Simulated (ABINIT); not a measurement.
ABINIT run on AlN (P6_3mc, 4 atoms in the cell): self-consistent single point.

Computed with PBE, norm-conserving pseudopotentials (PseudoDojo nc-sr-05 PBE standard) (plane waves; ABINIT).

The change in words: lattice scaled by 0.98. Reference geometry:
```yaml
crystal:
  lattice:
    - [3.13485, 0.00000, 0.00000]
    - [-1.56742, 2.71486, 0.00000]
    - [0.00000, 0.00000, 5.02699]
  atoms:
    - { symbol: Al, position: [0.66667, 0.33333, 0.49929] }
    - { symbol: Al, position: [0.33333, 0.66667, 0.99929] }
    - { symbol: N, position: [0.66667, 0.33333, 0.88071] }
    - { symbol: N, position: [0.33333, 0.66667, 0.38071] }
```

Reference input (self-consistent single point, DFT, PBE, plane waves, norm-conserving pseudopotentials (PseudoDojo nc-sr-05 PBE standard)): pseudos = [Al.upf, N.upf]; ecut = 1143 eV; ixc = 11; occopt = 1; ngkpt = 12 12 7; nshiftk = 1; shiftk = 0 0 0; potentials = PseudoDojo nc-sr-05 PBE standard; nband = 11; kptopt = 1; nstep = 60; tolvrs = 1e-12. This run's input differs from it in these lines:

```diff
@@ -3,6 +3,6 @@
 pseudos "Al.upf, N.upf"
-acell 3.1348469198 3.1348469198 5.0269940000 Angstrom
+acell 3.0721500322 3.0721500322 4.9264540000 Angstrom
 rprim
-         1.0000000000    0.0000000857    0.0000000000
-        -0.5000000742    0.8660253609    0.0000000000
+         1.0000000000    0.0000001603    0.0000000000
+        -0.5000001388    0.8660253236    0.0000000000
          0.0000000000    0.0000000000    1.0000000000
@@ -13,6 +13,6 @@
 xcart
-         2.9620009140    1.7101123634    4.7430761993
-        -0.0000002931    3.4202242192    9.4928971444
-         2.9620009140    1.7101123634    8.3664296091
-        -0.0000002931    3.4202242192    3.6166086640
+         2.9027608186    1.6759103605    4.6482145621
+        -0.0000005374    3.3518197903    9.3030389749
+         2.9027608186    1.6759103605    8.1991008172
+        -0.0000005374    3.3518197903    3.5442764044
 ecut 1143 eV
```

The program printed (abridged):

```
--- !BeginCycle
solver: {iscf: 7, nstep: 60, nline: 4, wfoptalg: 0, }
tolerances: {tolvrs: 1.00E-12, }
...

     iter   Etot(hartree)      deltaE(h)  residm     vres2
 ETOT  1  -25.260487118029    -2.526E+01 9.712E-02 1.219E+03
 ETOT  2  -25.266866734594    -6.380E-03 2.877E-02 1.308E+03
 ETOT  3  -25.585260362371    -3.184E-01 1.325E-02 8.913E-01
 ETOT  4  -25.585892830497    -6.325E-04 8.225E-03 1.909E-02
 ETOT  5  -25.585894575614    -1.745E-06 5.239E-03 2.555E-03
   [... 2 lines left out ...]
 ETOT  8  -25.585894893877    -1.805E-10 2.228E-03 6.900E-09
 ETOT  9  -25.585894893878    -1.293E-12 6.053E-04 1.015E-10
 ETOT 10  -25.585894893878     1.847E-13 6.977E-04 5.897E-12
 ETOT 11  -25.585894893878    -3.304E-13 7.767E-04 5.127E-15
 At SCF step   11       vres2   =  5.13E-15 < tolvrs=  1.00E-12 =>converged.

 Cartesian components of stress tensor (hartree/bohr^3)
  sigma(1 1)= -4.06255112E-04  sigma(3 2)=  0.00000000E+00
  sigma(2 2)= -4.06255112E-04  sigma(3 1)=  0.00000000E+00
  sigma(3 3)= -3.77414172E-04  sigma(2 1)= -9.97929202E-14

 ----iterations are completed or convergence reached----

 reduced coordinates (array xred) for    4 atoms
       0.666666664467      0.333333331171      0.499289995632
       0.333333331133      0.666666664504      0.999289995632
       0.666666664467      0.333333331171      0.880709996154
       0.333333331133      0.666666664504      0.380709996154
 cartesian forces (eV/Angstrom) at end:
    1      0.00000000000000     0.00000000000000    -0.02358901949262
   [... lines left out ...]
 Fermi (or HOMO) energy (eV) =   5.66206   Average Vxc (eV)= -10.86087
   [... lines left out ...]
total_energy        : -2.55858948938780E+01
total_energy_eV     : -6.96227607358927E+02
band_energy         :  2.03726249205237E-01
...

-Cartesian components of stress tensor (GPa)         [Pressure=  1.1670E+01 GPa]
- sigma(1 1)= -1.19524361E+01  sigma(3 2)=  0.00000000E+00
- sigma(2 2)= -1.19524360E+01  sigma(3 1)=  0.00000000E+00
- sigma(3 3)= -1.11039064E+01  sigma(2 1)= -2.93600858E-09

 Calculation completed.
```

The run converged in 11 iterations. Against the reference run the free energy rises by 19.3 meV/atom, the pressure goes from -1.23 to 11.67 GPa, the largest force goes from 0.001 to 0.024 eV/Å and the gap on the mesh goes from 4.003 to 4.538 eV.

The starting cell comes from a database of computed structures (which also holds hypothetical and non-ambient phases and stackings), without a prior relaxation at this level. Its lattice was rescaled by a random factor within 2.5 % of one. For this run, on top of that: lattice scaled by 0.98. With a pressure of about 12 GPa the cell is away from its equilibrium volume at this level.

Cost on one core of a shared machine: roughly 70 s.
